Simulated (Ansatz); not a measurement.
Sn: isotropic strain −5.74 %

Base system: Sn (space group I4_1/amd, No. 141; a = 5.8882 Å, c = 3.1872 Å; relaxed with 0.1 eV smearing).

Now apply this change: every lattice vector is shortened by 5.74 %, atoms relaxed at fixed cell.

The values are results of r2SCAN in Ansatz (plane waves to 500 eV, PAW, scalar-relativistic without spin-orbit coupling), earlier PAW set, not measurements. Settings: 21×21×21 k-points, 0.1 eV Fermi–Dirac smearing.

```tsv
quantity	base	changed	shift
volume per atom	27.63 Å³	23.14 Å³	-4.49 Å³
space group	I4_1/amd (No. 141)	I4_1/amd (No. 141)	–
energy relative to the base (free energy F)	0 meV/atom	+173 meV/atom	+173 meV/atom
pressure (mean of the normal stresses, compression positive)	0.0 GPa	14.6 GPa	+14.6 GPa
band gap	zero	zero	–
```

Cost of the whole job for the changed cell (relaxation, final SCF and bands): very roughly 4 core-minutes.

No phonon test of stability was made.

Ansatz is a first-principles code.
